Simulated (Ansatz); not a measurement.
**Response to strain in BN**

Start from BN (space group P6_3/mmc, No. 194; a = 2.506 Å, c = 6.615 Å; layered, stacked along the Cartesian z axis).

Strains are applied to the cell and any free atomic positions relax.

Level of theory: DFT with PBE-D3(BJ), PAW potentials and a 420 eV plane-wave cutoff in Ansatz (a quantum-chemistry and plane-wave program), spin-orbit coupling left out.

Notes on the quantities. energy relative to the base: free energy F; pressure: mean of the normal stresses, compression positive.

```tsv
case	band gap	energy relative to the base	smallest direct gap	pressure
base	4.24 eV	0 meV/atom	4.64 eV	0.00 GPa
isotropic strain +0.60 %	4.22 eV	+2.2 meV/atom	4.59 eV	-4.21 GPa
isotropic strain +1.20 %	4.20 eV	+8.5 meV/atom	4.55 eV	-8.12 GPa
isotropic strain +1.80 %	4.18 eV	+19 meV/atom	4.50 eV	-11.76 GPa
isotropic strain +2.40 %	___	___	___	___
```

**Question.** Complete the table.

**Answer.** 
- isotropic strain +2.40 %, band gap: 4.16 eV
- isotropic strain +2.40 %, energy relative to the base: +33 meV/atom
- isotropic strain +2.40 %, smallest direct gap: 4.46 eV
- isotropic strain +2.40 %, pressure: -15.14 GPa

Semilocal Kohn–Sham gaps tend to fall short of experiment. Stability against distortions was not tested.
